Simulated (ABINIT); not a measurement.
Band structure of ZnSe (F-43m, 2 atoms in the cell).

```yaml
crystal:
  lattice:
    - [0.00000, 2.83500, 2.83500]
    - [2.83500, 0.00000, 2.83500]
    - [2.83500, 2.83500, 0.00000]
  atoms:
    - { symbol: Zn, position: [0.00000, 0.00000, 0.00000] }
    - { symbol: Se, position: [0.25000, 0.25000, 0.25000] }
```

Method: PBE, PAW (JTH v2.0 PBE PAW) (plane waves; ABINIT).

Settings: pseudos = [Zn.GGA_PBE-JTH.xml, Se.GGA_PBE-JTH.xml]; ecut = 30 Ha; pawecutdg = 60 Ha; pawxcdev = 0; occopt = 3; tsmear = 0.00036749 Ha; ngkpt = 10 10 10; nshiftk = 1; shiftk = 0 0 0; potentials = JTH v2.0 PBE PAW; kptopt = 1; nstep = 80; tolvrs1 = 1e-10.

The starting cell has typed, rounded lattice constants, without a prior relaxation at this level.

**Question.** Predict the gap along the standard path and the places of the band edges.

**Answer.** The gap along the path is 1.29 eV, direct at Γ to within 0.01 eV.

Levels in eV from the top of the valence band on the SCF mesh, bands 6 to 13:
```
point      6      7      8      9    10    11     12     13
-----  -----  -----  -----  -----  ----  ----  -----  -----
Γ      -6.16   0.00   0.00   0.00  1.29  5.81   5.81   5.81
X      -5.98  -4.75  -2.18  -2.18  2.99  3.45  10.72  11.27
W      -5.86  -4.68  -2.75  -2.66  5.48  5.54   6.99   7.72
K      -5.90  -4.71  -3.08  -1.79  3.58  5.60   9.06   9.29
L      -6.00  -5.22  -0.87  -0.87  2.54  6.39   6.39   8.58
U      -5.90  -4.71  -3.08  -1.79  3.58  5.60   9.06   9.29
```
